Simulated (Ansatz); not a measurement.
# Alloy series in NbN

The reference is NbN in the rock salt structure (space group Fm-3m, No. 225).

```cif
data_N4Nb4
_chemical_formula_sum 'N4 Nb4'
_space_group_name_H-M_alt 'Fm-3m'
_space_group_IT_number 225
_space_group_name_Hall '-F 4 2 3'
_cell_length_a 4.38009
_cell_length_b 4.38009
_cell_length_c 4.38009
_cell_angle_alpha 90.000
_cell_angle_beta 90.000
_cell_angle_gamma 90.000
loop_
_atom_site_label
_atom_site_type_symbol
_atom_site_symmetry_multiplicity
_atom_site_Wyckoff_symbol
_atom_site_fract_x
_atom_site_fract_y
_atom_site_fract_z
_atom_site_occupancy
N1 N 4 a 0.00000 0.00000 0.00000 1
Nb1 Nb 4 b 0.50000 0.50000 0.50000 1
```
(The calculation used a cell of 2 atoms; values per cell refer to that cell.)

The other end (x = 1) is VN in the rock salt structure (space group Fm-3m, No. 225): 8.45 Å³/atom, gap zero.

V replaces a fraction x of Nb; each row is one arrangement (x, atoms in the cell, starting space group or random), fully relaxed.

All numbers come from plane-wave PAW DFT at the PBEsol level (Ansatz, a program for electronic structure, 420 eV), no spin-orbit coupling.

```json
[
 {"V fraction x": "0", "volume per atom (Å³/atom)": "10.504"},
 {"V fraction x": "0.25 (Pm-3m, 8 atoms)", "volume per atom (Å³/atom)": "10.103"},
 {"V fraction x": "0.333 (Immm, 6 atoms)", "volume per atom (Å³/atom)": "9.901"},
 {"V fraction x": "0.5 (Pmmn, 8 atoms)", "volume per atom (Å³/atom)": "9.527"},
 {"V fraction x": "0.667 (I4/mmm, 6 atoms)", "volume per atom (Å³/atom)": "?"},
 {"V fraction x": "0.75 (Pm-3m, 8 atoms)", "volume per atom (Å³/atom)": "9.067"},
 {"V fraction x": "0.75 (I4/mmm, 8 atoms)", "volume per atom (Å³/atom)": "9.044"},
 {"V fraction x": "1", "volume per atom (Å³/atom)": "8.447"}
]
```

### Question
Fit V(x) = (1 − x) V(0) + x V(1) − b x(1 − x) with the ends held (b = 0 is Vegard's rule) to the rows shown and predict the withheld row.

### Answer
Least squares on the printed values gives b = -0.40 Å³/atom, against 9.132 Å³/atom from the straight line alone (largest residual 0.049 Å³/atom); this predicts 9.222 Å³/atom, and the run gives 9.261 Å³/atom, 0.039 higher.

Other magnetic orders, which the real material may have, were not ruled out. Each cell is one ordered arrangement of few atoms, which overstates ordering effects compared with a random alloy. No phonon test of stability was made. Seeded moments were not kept for Nb → V, x(V) = 0.5, 8 atoms, Pmmn, x(V) = 0.667, 6 atoms, I4/mmm and x(V) = 0.75, 8 atoms, Pm-3m and more. Spin-polarised in the final run: Nb3VN4 and Nb2VN3; the other runs are not.
